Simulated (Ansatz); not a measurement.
Lu: energy against strain

Lu (hcp, P6_3/mmc, 29.181 Å³/atom at rest, c along z) under an equal strain ε in the (0001) plane with the normal axis free, as in a coherent film. PBE in Ansatz, a plane-wave DFT program (PAW, default set), 420 eV, 19×19×11 Γ-centred mesh, Fermi-Dirac smearing 0.10 eV; ions are relaxed within the symmetry of each cell.

Here s stands for strain and y for E less E0.

```csv
strain (%),E less E0 (meV/atom)
-1.50,4.73
-1.00,2.12
-0.50,0.55
0.00,0.00
0.50,0.46
1.00,1.90
1.50,4.29
3.00,?
```

Fit y of the 7 rows that show it with a parabola. Least squares gives y = 0.004 - 0.1321·s + 2.0033·s². Residuals (row less fit): 0.020, -0.019, -0.021, -0.004, 0.021, 0.025, -0.023; standard error 0.027 (degrees of freedom: 4). Twice the quadratic coefficient over the volume, 2 × 2.0033 meV × 10⁴ × 0.1602 / 29.181 Å³, is twice the biaxial elastic modulus of this plane = 220 ± 1.3 GPa.

Question: Estimate the missing y (s = 3.00); what did the run itself give?

Answer: y = 0.004 - 0.1321 × 3.0 + 2.0033 × 3.0² = 17.637 meV/atom. The calculation gives 16.88 meV/atom, 0.757 meV/atom below the prediction (4.5 % of the range of y in the table). The row lies outside the fitted rows, so this is an extrapolation. From the scatter of the fitted rows alone, a prediction at this place has a standard error of 0.102 meV/atom, so the miss is 7.4 times that.

One order more, fitted to all 13 runs of the series, follows each within 0.01, so the miss is the next term of a smooth law. In a metal these values are sensitive to mesh and smearing; energies are taken to zero smearing, stresses follow the free energy. Rows are the converged runs of the series near zero and its far end; series whose fitted rows scatter by over a few per cent of the range, as at a crossing or softening among them, aren't shown in this form. Most that stay on the fit to the last digits aren't either.
